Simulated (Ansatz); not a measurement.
The starting structures come from a database of crystals and need not be the phases stable at ambient conditions.

Given:

```
CaB2C2
1.0
    7.56351     0.00000     0.00000
    3.78176     8.31733     0.00000
    0.00000     5.01842     1.68412
Ca B C
2 4 4
Direct
  0.75000   0.50000   0.50000
  0.25000   0.50000   0.50000
  0.86150   0.77700   0.44600
  0.13850   0.22300   0.55400
  0.63850   0.50000   0.00000
  0.36150   0.50000   0.00000
  0.84037   0.50000   0.00000
  0.15963   0.50000   0.00000
  0.34037   0.81926   0.36148
  0.65963   0.18074   0.63852
```

Space group of this cell: I4/mcm. The cell is taken as given.

Transport runs along the normal of the first two printed cell vectors, the (111) plane of the conventional cell.

No gap correction and no spin-orbit coupling; mid-gap values are interpolated between computed energies.

### Question
State the band gap and the smallest decay constant κ at mid-gap according to r2SCAN (Ansatz, a program for electronic structure).

### Answer
Gap 0.70 eV on a 18×18×18 mesh; κ = 0.109 1/Å, at (0.000, 0.250) of the in-plane reciprocal vectors. At the zone centre, at the nearest computed energy, the slowest state has κ = 0.11 1/Å.
